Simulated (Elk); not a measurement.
**Elk run on Si2Ni (Fm-3m, 3 atoms in the cell): self-consistent single point**

Method of the run: Elk 10.2.4 with PBE, all-electron FP-LAPW, Elk's shipped species files, APW+lo basis with extra local orbitals.

This input was run:

```
tasks
  0

xctype
  20

tforce
  .true.

rgkmax
  8.0

gmaxvr
  18.0

lmaxapw
  10

lmaxo
  8

nxlo
  2

lorbcnd
  .true.

lradstp
  2

nrmtscf
  2.0

rmtscf
  0.89

lmaxi
  4

stype
  0

swidth
  0.00999582

avec
    0.0000000000    5.0735480378    5.0735480378
    5.0735480378    0.0000000000    5.0735480378
    5.0735480378    5.0735480378    0.0000000000

sppath
  './'

atoms
  2   : nspecies
  'Si.in'   : spfname
  2   : natoms; atposl, bfcmt below
  0.2500000000  0.2500000000  0.2500000000    0.0 0.0 0.0
  0.7500000000  0.7500000000  0.7500000000    0.0 0.0 0.0
  'Ni.in'   : spfname
  1   : natoms; atposl, bfcmt below
  0.0000000000  0.0000000000  0.0000000000    0.0 0.0 0.0

ngridk
  9 9 9
```

Log, with long lists cut:

```
│ Elk code version 10.2.4 │

All units are atomic (Hartree, Bohr, etc.)

│ Ground-state run starting from atomic densities │

Lattice vectors :
   0.000000000       5.073548038       5.073548038
   5.073548038       0.000000000       5.073548038
   5.073548038       5.073548038       0.000000000

Unit cell volume      :    261.1952808
Brillouin zone volume :   0.9496734118

Muffin-tin inner radius fraction :   0.1000000000E-01

Nuclei treated as point charges

Species :    1 (Si)
 parameters loaded from : Si.in
 name : silicon
 nuclear charge    :   -14.00000000
 electronic charge :    14.00000000
 atomic mass :    51196.73454
 muffin-tin radius :    1.958000000
 number of radial points in muffin-tin :    799
 atomic positions (lattice), magnetic fields (Cartesian) :
   1 :   0.25000000  0.25000000  0.25000000    0.00000000  0.00000000  0.00000000
   2 :  -0.25000000 -0.25000000 -0.25000000    0.00000000  0.00000000  0.00000000

Species :    2 (Ni)
 parameters loaded from : Ni.in
 name : nickel
 nuclear charge    :   -28.00000000
 electronic charge :    28.00000000
 atomic mass :    106991.5230
 muffin-tin radius :    2.136000000
 number of radial points in muffin-tin :    999
 atomic positions (lattice), magnetic fields (Cartesian) :
   1 :   0.00000000  0.00000000  0.00000000    0.00000000  0.00000000  0.00000000

Total number of atoms per unit cell :    3

Spin treatment :
 spin-unpolarised

Number of Bravais lattice symmetries :   48
Number of crystal symmetries         :   48
Crystal has inversion symmetry
Real symmetric eigensolver will be used

k-point grid :      9     9     9
k-point offset :    0.000000000       0.000000000       0.000000000
k-point set is reduced with full crystal symmetry group
Total number of k-points :       35

Muffin-tin radius times maximum |G+k| :    8.000000000
 using average radius
Maximum |G+k| for APW functions       :    3.965631196
   [... lines left out ...]
 potential will be trimmed for |G| > 2 gkmax
Constant for pseudocharge density :   10
Radial integration step length :    2

G-vector grid sizes :     42    42    42
Number of G-vectors :    25821

Maximum angular momentum used for
 APW functions                      :   10
 outer part of muffin-tin           :    8
 inner part of muffin-tin           :    4

Total nuclear charge    :   -56.00000000
Total core charge       :    32.00000000
Total valence charge    :    24.00000000
Total excess charge     :    0.000000000
Total electronic charge :    56.00000000

Effective Wigner radius, rₛ :    1.036484702

Number of empty states         :   12
Total number of valence states :   24
Total number of core states    :   32

Conduction state local-orbitals added automatically
Total number of local-orbitals :  308

Exchange-correlation functional :     20     0     0
 Perdew-Burke-Ernzerhof, Phys. Rev. Lett. 77, 3865 (1996)
 gradient requirement :    1
 generalised gradient approximation (GGA)

Smearing type :    0
 Gaussian
Smearing width :   0.9995820000E-02
Effective electronic temperature (K) :    3156.430308

Mixing type :    3
 Broyden mixing, J. Phys. A: Math. Gen. 17, L317 (1984)

Kohn-Sham potential initialised from atomic data
│ Self-consistent loop started │
│ Loop number : 1 │
 total energy                :     -2114.42745964
│ Loop number : 2 │
 total energy                :     -2113.77455399
RMS change in Kohn-Sham potential (target) :   0.4182321258     (  0.1000000000E-05)
Absolute change in total energy (target)   :   0.6529056561     (  0.1000000000E-03)
│ Loop number : 3 │
 total energy                :     -2114.44688402
RMS change in Kohn-Sham potential (target) :   0.4192572787     (  0.1000000000E-05)
Absolute change in total energy (target)   :   0.5091036197     (  0.1000000000E-03)
│ Loop number : 4 │
 total energy                :     -2111.84170375
RMS change in Kohn-Sham potential (target) :   0.3378695225     (  0.1000000000E-05)
Absolute change in total energy (target)   :    2.477904364     (  0.1000000000E-03)
│ Loop number : 5 │
 total energy                :     -2105.93628060
RMS change in Kohn-Sham potential (target) :   0.1543210002     (  0.1000000000E-05)
Absolute change in total energy (target)   :    6.524899248     (  0.1000000000E-03)
   [... lines left out ...]
Absolute change in total energy (target)   :   0.1802683055E-01 (  0.1000000000E-03)
│ Loop number : 13 │
 total energy                :     -2100.97954177
RMS change in Kohn-Sham potential (target) :   0.3634104278E-05 (  0.1000000000E-05)
Absolute change in total energy (target)   :   0.5356841734E-02 (  0.1000000000E-03)
│ Loop number : 14 │
 total energy                :     -2100.97967394
RMS change in Kohn-Sham potential (target) :   0.4431970541E-05 (  0.1000000000E-05)
Absolute change in total energy (target)   :   0.1471380532E-02 (  0.1000000000E-03)
│ Loop number : 15 │
 total energy                :     -2100.97946993
RMS change in Kohn-Sham potential (target) :   0.1081419034E-05 (  0.1000000000E-05)
Absolute change in total energy (target)   :   0.1638297308E-03 (  0.1000000000E-03)
│ Loop number : 16 │
 total energy                :     -2100.97942865
RMS change in Kohn-Sham potential (target) :   0.3905825098E-06 (  0.1000000000E-05)
Absolute change in total energy (target)   :   0.3161376299E-06 (  0.1000000000E-03)
Convergence targets achieved

│ Loop number : 17 │

Energies :
 Fermi                       :     0.393978001710
 sum of eigenvalues          :     -1184.83593721
 electron kinetic            :      2126.92566944
 core electron kinetic       :      1957.41441055
 Coulomb                     :     -4122.38208801
 Coulomb potential           :     -3175.01801220
 nuclear-nuclear             :     -292.046000308
 electron-nuclear            :     -4485.65416321
 Hartree                     :      655.318075508
 Madelung                    :     -2534.87308192
 xc potential                :     -136.743594459
 exchange                    :     -103.048515995
 correlation                 :     -2.47447448208
 total energy                :     -2100.97940905

Density of states at Fermi energy :    26.60197084
 (states/Hartree/unit cell)

Estimated indirect band gap :   0.1141232655E-02
 from k-point     15 to k-point      6
Estimated direct band gap   :   0.1069317472E-01
 at k-point      6

Charges :
 core                        :    32.00000000
 valence                     :    24.00000000
 interstitial                :    5.685403956
 muffin-tins (core leakage)
  species :    1 (Si)
   atom    1                 :    11.64257190     (  0.4545334739E-02)
   atom    2                 :    11.64257190     (  0.4545334739E-02)
  species :    2 (Ni)
   atom    1                 :    27.02945224     (  0.1149691938E-02)
 total in muffin-tins        :    50.31459604
 total calculated charge     :    55.98975234
 total charge                :    56.00000000
 error                       :   0.1024766411E-01

│ Self-consistent loop stopped │

Forces :
 species :    1 (Si)
  atom :    1
   Hellmann-Feynman          :     0.00000000    0.00000000   -0.00000000
   IBS                       :     0.00000000   -0.00000000    0.00000000
   total force               :     0.00000000   -0.00000000    0.00000000
   total magnitude           :     0.00000000
  atom :    2
   Hellmann-Feynman          :     0.00000000    0.00000000   -0.00000000
   IBS                       :    -0.00000000    0.00000000    0.00000000
   total force               :    -0.00000000    0.00000000   -0.00000000
   total magnitude           :     0.00000000
 species :    2 (Ni)
  atom :    1
   Hellmann-Feynman          :     0.00000000    0.00000000   -0.00000000
   IBS                       :    -0.00000000   -0.00000000    0.00000000
   total force               :     0.00000000   -0.00000000   -0.00000000
   total magnitude           :     0.00000000
```

The run converged in 17 iterations. The count includes the last loop, which Elk runs after its targets are met.

The starting cell comes from a database of computed structures (which also holds hypothetical and non-ambient phases and stackings), without a prior relaxation at this level. Its lattice was rescaled by a random factor within 2.5 % of one. Spin polarisation is off. Values depend on the basis (sphere radii, cutoffs, local orbitals), which need not be converged. The log's line on a gap gives a spacing of levels on this mesh, which the program prints for metals too.

Cost on one core of a shared machine: roughly 2 min.
